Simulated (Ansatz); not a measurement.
Given:

```xyz
2
Lattice="0.0000 2.3387 2.2231 2.3387 0.0000 2.2231 2.3387 2.3387 0.0000" Properties=species:S:1:pos:R:3 pbc="T T T"
B      0.0000     0.0000     0.0000
P      1.1694     1.1694     1.1115
```

The numbers are results of HSE06, rigid bands (plane waves, PAW, scalar-relativistic; Ansatz, an electronic-structure program), not measurements. Condition of this run: biaxial stress in (001) of -12 GPa (compression positive) (the target of the relaxation). Geometry: cell and atoms relaxed with PBEsol, then loaded as said.

**Question.** Predict the electron conductivity mass (n e² τ/σ) at 300 K, by direction if it differs.

**Answer.** 0.23 (x), 0.23 (y), 1.07 (z) mₑ.

**Question.** Predict the hole conductivity mass (n e² τ/σ) at 300 K, by direction if it differs.

**Answer.** 0.26 (x), 0.26 (y), 0.38 (z) mₑ.

**Question.** And the band gap?

**Answer.** 1.25 eV at this level.

Rigid bands, one relaxation time for all states, no polarons. Spin-orbit coupling is left out; where it splits the top of the valence band it changes the hole mass and lowers the gap by about a third of the splitting. Geometry: cell and atoms relaxed with PBEsol.
